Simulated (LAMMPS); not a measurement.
Quenches at 1e+12 K/s across the composition of Cu (fcc) with a share x of Cu sites Au; each row starts from its own melt temperature.

All values are model results, not measurements: classical MD, pair style eam, the elements' _u3.eam files (universal-3 set of Foiles, Baskes and Daw) (LAMMPS).

| x | density | state |
|---|---|---|
| 0.25 | 11.9 g/cm³ (one sample) | glass |
| 0.5 | 14.6 g/cm³ (one sample) | glass |
| 0.75 | 16.8 g/cm³ (one sample) | glass |
